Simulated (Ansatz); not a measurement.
We consider PdSb (model structure, started from the CsCl type, Pm-3m, No. 221, 2 atoms in the cell), described by PBEsol (Ansatz, an electronic-structure program, plane waves, PAW).

Settings: plane-wave cutoff 520 eV, 16×16×16 k mesh, Fermi–Dirac smearing 0.05 eV, scalar-relativistic PAW data made under PBE.

Cell (relaxed at this level):

PdSb is modelled in the cubic space group Pm-3m (No. 221), the CsCl type structure, Pearson symbol cP2. Conventional cell: a = b = c = 3.3581 Å, α = β = γ = 90.00°. Pd on 1a is surrounded by 8 Sb at 2.908 Å (cubic). Sb on 1b is coordinated by 8 Pd at 2.908 Å and 6 Sb at 3.358 Å. (Neighbours: up to the widest gap in distance over summed covalent radii, below 1.35, at either atom; cation-cation and far metal-metal contacts left out.)

Problem. What does this level give for the bulk modulus?

Solution. 
- bulk modulus: 127 GPa

The run finds no gap.

Note: the bulk modulus is −V dP/dV from two relaxed cells at ±2 % in volume; the relaxation could raise the start's symmetry but not lower it, so the cell can be a saddle point.

Spin–orbit coupling is not included; it can open a gap where bands touch, and shift volumes and moduli.

Static lattice: no zero-point or thermal effects.

The result took around 40 core-seconds (rough).

A model structure was made by putting elements into a prototype or built by hand; it is no filed structure, need not be a known phase, and can be a saddle point held by its symmetry.
